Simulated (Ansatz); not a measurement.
An Ansatz (a program for electronic structure) run: Ir with a change (biaxial strain −2.08 %, plane normal [111], relaxed out of plane); Ansatz, PBEsol, PAW, cutoff 420 eV, without spin-orbit coupling.

Input:

Ansatz 0.2 input:
```yaml
crystal:
  lattice:
    - [2.652647462, 0, 0]
    - [1.326323731, 2.2972600894, 0]
    - [1.326323731, -0.7657533631, 2.2348883885]
  atoms:
    - { symbol: Ir, position: [0, 0, 0] }
basis: { ecutwfc: 420, ecutrho_ratio: 4, xc_grid: 2, fft_grid_basis: typed }
kpoints: { mp_grid: { grid: [29, 29, 29] } }
hamiltonian:
  xc: pbesol
  dispersion: none
  pseudopotentials: { kind: paw }
scf: { occupations: { method: fermi_dirac, width: 0.1 } }
relax: { f_tol: 0.005, max_steps: 50, cell: { stress_tol: 0.01, fix: [a, b, gamma] } }
output: { forces: true, stress: true }
checkpoint: { write: state.ck, write_every: 1000 }
```

Output (explanatory and most iteration lines left out):

```
Relaxation: its limit of steps is 50 (relax.max_steps)
Pseudopotential: Ir, paw, valence charge 17
Crystal: 1 atoms, lattice volume = 13.619 Å³
Basis set: ecut = 420 eV, 271 PW (Γ), exchange–correlation on 36×36×40 points (8 copies of the dense FFT grid, shifted against one another)
Bands: 13, of which v1, the nominal top of the filled ones, is band 9 counted from 1 (8 counted from 0)
Symmetry: 12 space group operations
Space group: R-3m (ITA 166), of the structure as read, at distance tolerance 2.4e-5 Å
k-points: 2255 of 24389
Functional: x = pbesol(κ = 0.804, μ = 0.12345679012345678), c = pbesol(β = 0.046)
SCF iter   1: F=—  HF=-11799.014539 eV  |F-HF|=—  |Δ(HF+E_count)|=         —  Δρ=5.75e-3  dr2=1.60e-3  ethr=1.77e-3  ⟨swp⟩=5.0  Hψ=147747  notcnv=0
SCF iter   2: F=—  HF=-11799.014257 eV  |F-HF|=—  |Δ(HF+E_count)|=   2.83e-4  Δρ=3.11e-3  dr2=4.33e-4  ethr=9.42e-6  ⟨swp⟩=2.0  Hψ=53547  notcnv=0
SCF 1 converged in 6 iterations: F = -11799.014294 eV  dr2 = 3.69e-10
relax step   1: F+E_penalty+E_count = -11799.01429430 eV  Δ(F+E_penalty+E_count) = +0.000e0 eV  max|allowed force component| = 0.000e0 eV/Å  Δτ_max = 0.0000 Å  P = +13.836 GPa  Ω = 13.619 Å³  fix = [a, b, gamma]  reactions: a +20.542, b +20.542 GPa  (6 SCF iters, dr2 threshold 1.00e-7 eV, accepted)
[... steps on the carried basis left out ...]
relax step   3: F+E_penalty+E_count = -11799.01430065 eV  Δ(F+E_penalty+E_count) = -6.357e-6 eV  max|allowed force component| = 0.000e0 eV/Å  Δτ_max = 0.0000 Å  P = +13.613 GPa  Ω = 13.626 Å³  energy of the carried Pulay correction = -3.363e-6 eV  fix = [a, b, gamma]  reactions: a +20.420, b +20.420 GPa  (6 SCF iters, accepted)
Crystal: 1 atoms, lattice volume = 13.626 Å³
SCF iter   1: F=—  HF=-11799.014303 eV  |F-HF|=—  |Δ(HF+E_count)|=         —  Δρ=1.93e-6  dr2=9.40e-11  ethr=3.98e-8  ⟨swp⟩=3.0  Hψ=224195  notcnv=0
SCF iter   2: F=—  HF=-11799.014304 eV  |F-HF|=—  |Δ(HF+E_count)|=   9.42e-7  Δρ=9.08e-7  dr2=1.71e-11  ethr=5.53e-13 (applied; sched 1.00e-12)  ⟨swp⟩=3.4  Hψ=64133  notcnv=0
SCF 4 converged in 4 iterations: F = -11799.014304 eV  dr2 = 2.79e-14
SCF converged after 4 iterations
Free energy (F): -11799.014304 eV
Internal energy: -11798.986369 eV  (E = F + TS)
E sigma→0 (E₀):  -11799.000337 eV
Entropy (-TS):   -0.027935 eV (-27.935 meV/atom)
Fermi energy:    26.870840 eV
--- Forces (eV/Å), atoms counted from 1 ---
  atom   1  Ir     0.00000000     0.00000000     0.00000000
--- Stress (GPa, compression-positive) ---
       20.419655       0.000000      -0.000000
        0.000000      20.419655      -0.000000
       -0.000000      -0.000000      -0.002223
  P = ⅓ Tr σ = 13.6124 GPa (136.124 kbar)
--- Relaxed structure (3 steps of the walk, 2 accepted, 1 SCFs on fresh bases) ---
  cell:  # Å, volume = 13.6264 Å³
    - [2.652647462013674, -1.6877637579494391e-43, 1.2581676127381135e-54]
    - [1.326323731006837, 2.2972600893881583, -1.7131836886576423e-11]
    - [1.326323731006837, -0.7657533631127104, 2.2361011111742233]
  atoms:
    - { symbol: Ir, position: [0.0, 0.0, 0.0] }
```

No phonon test of stability was made. The final runs are not spin-polarised. The cell was made from Ir in the fcc (Cu type) structure (space group Fm-3m, No. 225) by this change: biaxial strain −2.08 %, plane normal [111], relaxed out of plane.
